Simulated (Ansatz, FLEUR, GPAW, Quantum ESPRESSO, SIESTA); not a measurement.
## GaFe3 (P1, 4 atoms in the cell) computed with different codes at matched settings

Self-consistent single point, at a second geometry (atoms moved at random). First geometry:

```xyz
4
Lattice="3.6380 0.0000 0.0000 0.0000 3.6380 0.0000 0.0000 0.0000 3.6380" Properties=species:S:1:pos:R:3 pbc="T T T"
Ga     0.0000     0.0000     0.0000
Fe     0.0000     1.8190     1.8190
Fe     1.8190     0.0000     1.8190
Fe     1.8190     1.8190     0.0000
```
Moments meant for the start (each program seeds them in its own way; μB, in the order of the atoms Ga Fe Fe Fe): 0.0 4.0 4.0 4.0.

Second geometry:
```yaml
crystal:
  lattice:
    - [3.63803, 0.00000, 0.00000]
    - [0.00000, 3.63803, 0.00000]
    - [0.00000, 0.00000, 3.63803]
  atoms:
    - { symbol: Ga, position: [0.01303, 0.01157, 0.99770] }
    - { symbol: Fe, position: [0.98570, 0.50582, 0.51145], spin: 4.0 }
    - { symbol: Fe, position: [0.49780, 0.99407, 0.49722], spin: 4.0 }
    - { symbol: Fe, position: [0.50348, 0.48854, 0.99363], spin: 4.0 }
```
(The spins are starting values, not results.)

Shared settings, as Ansatz (a first-principles code) writes them: kpoints.mp_grid.grid = 6 6 6; scf.occupations.method = gaussian; scf.occupations.width = 0.02 Ry. Potentials and cutoffs stand in the table.

```tsv
code	model	ΔF from the first geometry (meV/atom)	pressure (GPa)	largest force (eV/Å)	size of the net moment (μB/atom)	cutoff
Quantum ESPRESSO	LDA (PZ), GBRV 1.5 ultrasoft (LDA) pseudopotentials	12.8	-12.58	0.583	1.70	50 Ry
GPAW	LDA (Perdew-Wang 92), GPAW PAW datasets LDA (gpaw-data 1.0.1)	13.1	-11.99	0.604	1.67	800 eV
FLEUR	LDA (Perdew-Zunger), all-electron FLAPW (FLEUR), scalar-relativistic valence	–	–	0.587	1.64	Kmax 3.5 1/bohr
Ansatz	LDA (PW92), PAW files made with PBE	12.6	-13.06	0.577	1.67	default
SIESTA	LDA PW92, numerical atomic orbitals DZP, PseudoDojo LDA standard norm-conserving potentials (rewritten from UPF to PSML)	12.4	-13.61	0.632	1.71	grid 350 Ry
```

Size of the force on each atom (eV/Å): Sizes of forces hide their directions.

```
code                Ga1    Fe2    Fe3    Fe4
----------------  -----  -----  -----  -----
Quantum ESPRESSO  0.583  0.570  0.134  0.553
GPAW              0.604  0.579  0.137  0.566
FLEUR             0.587  0.564  0.129  0.544
Ansatz            0.577  0.560  0.133  0.545
SIESTA            0.632  0.529  0.165  0.571
```

A dash marks a value that a program does not give, or that is left out as unsure.

On Ansatz's run: the magnetic order is the one reached from the typed start; others were not searched systematically.

The spread over the programs that give each value: ΔF from the first geometry within 0.7 meV/atom; pressure within 1.62 GPa; largest force within 0.055 eV/Å; size of the net moment within 0.07 μB/atom.

SIESTA uses small atom-centred bases, whose incompleteness enters pressures, forces and empty levels differently from a plane-wave cutoff. FLEUR treats all electrons, but the usual bases taken here (sphere radii, linearisation, local orbitals, empty states) were not tested for convergence, so the values are no reference for the others. Ansatz's pressure is given at a fixed set of plane waves, as the other plane-wave codes print theirs; with its correction for the finite basis it is -12.97 GPa. The same LDA comes in different parametrisations, which differ slightly. In the pressure, SIESTA (by 1.03) lies more than 1 GPa from the median of the plane-wave programs. In the force vectors, SIESTA (by 0.081) lies more than 0.08 eV/Å from the median of the plane-wave programs.

The starting cell comes from a database of computed structures (which also holds hypothetical and non-ambient phases and stackings), without a prior relaxation at this level. For this run, on top of that: atoms moved at random.

Keys are those of Ansatz 0.2.
